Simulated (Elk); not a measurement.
## Input and output of a self-consistent single point for AlP (F-43m, 2 atoms in the cell) (Elk)

Method: revPBE, all-electron FP-LAPW, Elk's shipped species files, APW+lo basis with extra local orbitals in Elk.

This input was run:

```
tasks
  0

xctype
  21

tforce
  .true.

rgkmax
  7.5

gmaxvr
  18.0

lmaxapw
  10

lmaxo
  8

nxlo
  2

lorbcnd
  .true.

lradstp
  2

nrmtscf
  2.0

rmtscf
  0.96

lmaxi
  4

stype
  0

swidth
  0.0001

maxscl
  100

scale
  7.340982429

avec
    0.0000000000    0.7071067812    0.7071067812
    0.7071067812    0.0000000000    0.7071067812
    0.7071067812    0.7071067812    0.0000000000

atoms
  2
  'Al.in'
  1
  0.0000000000  0.0000000000  0.0000000000    0.0 0.0 0.0
  'P.in'
  1
  0.7500000000  0.7500000000  0.7500000000    0.0 0.0 0.0

ngridk
  8 8 8
```

The program printed (abridged):

```
│ Elk code version 10.2.4 │

All units are atomic (Hartree, Bohr, etc.)

│ Ground-state run starting from atomic densities │

Lattice vectors :
   0.000000000       5.190858456       5.190858456
   5.190858456       0.000000000       5.190858456
   5.190858456       5.190858456       0.000000000

Unit cell volume      :    279.7354817
Brillouin zone volume :   0.8867313217

Muffin-tin inner radius fraction :   0.1000000000E-01

Nuclei treated as point charges

Species :    1 (Al)
 parameters loaded from : Al.in
 name : aluminium
 nuclear charge    :   -13.00000000
 electronic charge :    13.00000000
 atomic mass :    49184.33492
 muffin-tin radius :    2.112000000
 number of radial points in muffin-tin :    799
 atomic positions (lattice), magnetic fields (Cartesian) :
   1 :   0.00000000  0.00000000  0.00000000    0.00000000  0.00000000  0.00000000

Species :    2 (P)
 parameters loaded from : P.in
 name : phosphorus
 nuclear charge    :   -15.00000000
 electronic charge :    15.00000000
 atomic mass :    56461.71226
 muffin-tin radius :    2.112000000
 number of radial points in muffin-tin :    799
 atomic positions (lattice), magnetic fields (Cartesian) :
   1 :   0.75000000  0.75000000  0.75000000    0.00000000  0.00000000  0.00000000

Total number of atoms per unit cell :    2

Spin treatment :
 spin-unpolarised

Number of Bravais lattice symmetries :   48
Number of crystal symmetries         :   24
Crystal has no inversion symmetry
Complex Hermitian eigensolver will be used

k-point grid :      8     8     8
k-point offset :    0.000000000       0.000000000       0.000000000
k-point set is reduced with full crystal symmetry group
Total number of k-points :       43

Muffin-tin radius times maximum |G+k| :    7.500000000
 using average radius
Maximum |G+k| for APW functions       :    3.551136364
Maximum (1/2)|G+k|²                   :    6.305284737
Maximum |G| for potential and density :    18.00000000
 potential will be trimmed for |G| > 2 gkmax
Constant for pseudocharge density :   10
Radial integration step length :    2

G-vector grid sizes :     45    45    45
Number of G-vectors :    27581

Maximum angular momentum used for
 APW functions                      :   10
 outer part of muffin-tin           :    8
 inner part of muffin-tin           :    4

Total nuclear charge    :   -28.00000000
Total core charge       :    14.00000000
Total valence charge    :    14.00000000
Total excess charge     :    0.000000000
Total electronic charge :    28.00000000

Effective Wigner radius, rₛ :    1.336083616

Number of empty states         :    8
Total number of valence states :   15
Total number of core states    :   14

Conduction state local-orbitals added automatically
Total number of local-orbitals :  198

Exchange-correlation functional :     21     0     0
 Revised PBE, Zhang-Yang, Phys. Rev. Lett. 80, 890 (1998)
 gradient requirement :    1
 generalised gradient approximation (GGA)

Smearing type :    0
 Gaussian
Smearing width :   0.1000000000E-03
Effective electronic temperature (K) :    31.57750248

Mixing type :    3
 Broyden mixing, J. Phys. A: Math. Gen. 17, L317 (1984)

Kohn-Sham potential initialised from atomic data

│ Self-consistent loop started │
│ Loop number : 1 │
 total energy                :     -588.586303180
│ Loop number : 2 │
 total energy                :     -588.543425800
RMS change in Kohn-Sham potential (target) :    1.106327341     (  0.1000000000E-05)
Absolute change in total energy (target)   :   0.4287738048E-01 (  0.1000000000E-03)
│ Loop number : 3 │
 total energy                :     -586.980804852
RMS change in Kohn-Sham potential (target) :   0.6362492475     (  0.1000000000E-05)
Absolute change in total energy (target)   :    1.573340293     (  0.1000000000E-03)
│ Loop number : 4 │
 total energy                :     -585.831215259
RMS change in Kohn-Sham potential (target) :   0.2475121525     (  0.1000000000E-05)
Absolute change in total energy (target)   :    1.542924665     (  0.1000000000E-03)
│ Loop number : 5 │
 total energy                :     -585.341674167
RMS change in Kohn-Sham potential (target) :   0.7063751217E-01 (  0.1000000000E-05)
Absolute change in total energy (target)   :   0.8752722584     (  0.1000000000E-03)
│ Loop number : 6 │
 total energy                :     -585.196783410
RMS change in Kohn-Sham potential (target) :   0.1543866599E-01 (  0.1000000000E-05)
Absolute change in total energy (target)   :   0.3637088218     (  0.1000000000E-03)
│ Loop number : 7 │
 total energy                :     -585.157604573
RMS change in Kohn-Sham potential (target) :   0.1359099192E-02 (  0.1000000000E-05)
Absolute change in total energy (target)   :   0.1301060421     (  0.1000000000E-03)
│ Loop number : 8 │
 total energy                :     -585.158514015
RMS change in Kohn-Sham potential (target) :   0.5737407598E-03 (  0.1000000000E-05)
Absolute change in total energy (target)   :   0.3161706898E-01 (  0.1000000000E-03)
│ Loop number : 9 │
 total energy                :     -585.157572900
RMS change in Kohn-Sham potential (target) :   0.8162511435E-04 (  0.1000000000E-05)
Absolute change in total energy (target)   :   0.8845382463E-02 (  0.1000000000E-03)
│ Loop number : 10 │
 total energy                :     -585.156779159
RMS change in Kohn-Sham potential (target) :   0.2620179535E-04 (  0.1000000000E-05)
Absolute change in total energy (target)   :   0.3005086393E-02 (  0.1000000000E-03)
│ Loop number : 11 │
 total energy                :     -585.156453782
RMS change in Kohn-Sham potential (target) :   0.2950000366E-05 (  0.1000000000E-05)
Absolute change in total energy (target)   :   0.1076649009E-02 (  0.1000000000E-03)
│ Loop number : 12 │
 total energy                :     -585.156451691
RMS change in Kohn-Sham potential (target) :   0.1800318670E-05 (  0.1000000000E-05)
Absolute change in total energy (target)   :   0.2712531821E-03 (  0.1000000000E-03)
│ Loop number : 13 │
 total energy                :     -585.156423703
RMS change in Kohn-Sham potential (target) :   0.5249297246E-06 (  0.1000000000E-05)
Absolute change in total energy (target)   :   0.9580074652E-04 (  0.1000000000E-03)
Convergence targets achieved

│ Loop number : 14 │

Energies :
 Fermi                       :     0.165435801800
 sum of eigenvalues          :     -319.802250669
 electron kinetic            :      586.831869836
 core electron kinetic       :      515.641797207
 Coulomb                     :     -1129.93583012
 Coulomb potential           :     -852.524123767
 nuclear-nuclear             :     -88.0143238352
 electron-nuclear            :     -1231.31888880
 Hartree                     :      189.397382518
 Madelung                    :     -703.673768237
 xc potential                :     -54.1099967385
 exchange                    :     -40.9703606875
 correlation                 :     -1.08209100203
 total energy                :     -585.156411974

Density of states at Fermi energy :   0.8212365524E-05
 (states/Hartree/unit cell)

Estimated indirect band gap :   0.6155230617E-01
 from k-point      1 to k-point     27
Estimated direct band gap   :   0.1197302159
 at k-point      1

Charges :
 core                        :    14.00000000
 valence                     :    14.00000000
 interstitial                :    3.723969980
 muffin-tins (core leakage)
  species :    1 (Al)
   atom    1                 :    11.08012452     (  0.7328421413E-03)
  species :    2 (P)
   atom    1                 :    13.19590550     (  0.5278730177E-03)
 total in muffin-tins        :    24.27603002
 total calculated charge     :    27.99871892
 total charge                :    28.00000000
 error                       :   0.1281082381E-02

│ Self-consistent loop stopped │

Forces :
 species :    1 (Al)
  atom :    1
   Hellmann-Feynman          :     0.00000000    0.00000000   -0.00000000
   IBS                       :    -0.00000000   -0.00000000    0.00000000
   total force               :     0.00000000    0.00000000   -0.00000000
   total magnitude           :     0.00000000
 species :    2 (P)
  atom :    1
   Hellmann-Feynman          :    -0.00000000   -0.00000000    0.00000000
   IBS                       :     0.00000000    0.00000000    0.00000000
   total force               :    -0.00000000   -0.00000000    0.00000000
   total magnitude           :     0.00000000
```

The run converged in 14 iterations. The count includes the last loop, which Elk runs after its targets are met.

The starting cell comes from a database of computed structures (which also holds hypothetical and non-ambient phases and stackings), without a prior relaxation at this level. Its lattice was rescaled by a random factor within 2.5 % of one. Values depend on the basis (sphere radii, cutoffs, local orbitals), which need not be converged.
